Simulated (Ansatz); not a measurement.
Start from Sn in the diamond structure (space group Fd-3m, No. 227; a = 6.473 Å).

Calculations: DFT with LDA, PAW potentials and a 420 eV plane-wave cutoff in Ansatz (a program for electronic structure), no SOC.

Before the change:

The volume per atom comes out as 33.91 Å³.

It is then changed as follows: a negative pressure, −2 GPa.

Problem. Estimate the effect on the volume per atom.

Solution. The volume per atom rises by 1.78 Å³ to 35.69 Å³.

Load acts through the strain it causes; cell and atoms are relaxed under it. Stability against distortions was not tested.
